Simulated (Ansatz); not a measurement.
# A computed series for ZnSe: response to strain

Start from ZnSe in the zinc blende structure (space group F-43m, No. 216; a = 5.633 Å).

Strains are applied to the cell and any free atomic positions relax.

The values are results of Ansatz (an electronic-structure program), PBEsol, PAW, cutoff 420 eV, spin-orbit coupling left out, not measurements.

```csv
isotropic strain (%),band gap (eV)
-3,1.61
-1.5,1.42
-0.5,?
0,1.24
0.5,1.18
1,1.12
1.5,1.07
2,1.01
2.5,0.95
```

Task: Fit E_g = E₀ + Dε (ε in %) to the rows shown and predict the withheld row.

Result: Least squares on the printed values gives E₀ = 1.24 eV, D = -119 meV per % of strain (largest residual 0.01 eV); this predicts 1.30 eV, and the run gives 1.30 eV, in agreement.

Whether these cells are dynamically stable was not tested.
